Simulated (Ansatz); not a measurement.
Where the default PAW files enter, the runs use the earlier of Ansatz's two default sets.

The decay constant κ of evanescent states in the gap governs leakage through a thin film.

Data:

```xyz
5
Lattice="3.9904 0.0000 0.0000 0.0000 4.1027 0.0000 0.0000 0.0000 3.9904" Properties=species:S:1:pos:R:3 pbc="T T T"
Ba     1.9952     1.7127     1.9952
Ti     0.0000     3.6922     0.0000
O      1.9952     3.8392     0.0000
O      0.0000     3.8392     1.9952
O      0.0000     1.8504     0.0000
```

Space group of this cell: P4mm. The cell is taken as given; by PBEsol its mean pressure is -4.6 GPa.

Transport runs along the normal of the first two printed cell vectors, the (100) plane of the conventional cell.

No gap correction and no spin-orbit coupling; mid-gap values are interpolated between computed energies.

### Question
Predict the band gap and the smallest decay constant κ at mid-gap from PBEsol (Ansatz, a quantum-chemistry and plane-wave program).

### Answer
Gap 1.80 eV on a 8×8×8 mesh; κ = 0.251 1/Å, at the zone centre.
